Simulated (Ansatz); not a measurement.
Ga vacancy + O vacancy in metastable alpha Ga2O3: one set of geometries, relaxed with PBE, evaluated in Ansatz (PAW, plane waves to 420 eV, 500 eV under r2SCAN) with PBE, r2SCAN.

Details: 120-site cell; 2×2×2 Γ-centred k-points; start: the Ga site; O 2.10 Å away; charged states image-corrected; energies good to tenths of an eV; relaxed from one start, so a lower configuration may exist; flagged in the runs: a host whose relaxation on this sampling wasn't shown to rest.

```json
[
 {"quantity": "host gap (eV)", "PBE": "2.40", "r2SCAN": "(withheld)"},
 {"quantity": "ε(+1/0) above the VBM (eV)", "PBE": "0.23", "r2SCAN": "(withheld)"},
 {"quantity": "largest moment on one atom at charge +1 (μB)", "PBE": "0.43", "r2SCAN": "(withheld)"},
 {"quantity": "neutral formation energy against alpha gallium, O2 molecule in a box (eV)", "PBE": "8.57", "r2SCAN": "(withheld)"},
 {"quantity": "largest moment on one atom at charge 0 (μB)", "PBE": "0.24", "r2SCAN": "(withheld)"}
]
```

**Question.** Given the lower rungs, what does r2SCAN give?

**Answer.** 
- host gap (eV), r2SCAN: 3.08
- ε(+1/0) above the VBM (eV), r2SCAN: 0.44
- largest moment on one atom at charge +1 (μB), r2SCAN: 0.55
- neutral formation energy against alpha gallium, O2 molecule in a box (eV), r2SCAN: 9.77
- largest moment on one atom at charge 0 (μB), r2SCAN: 0.29

Ansatz is a quantum-chemistry and plane-wave program.
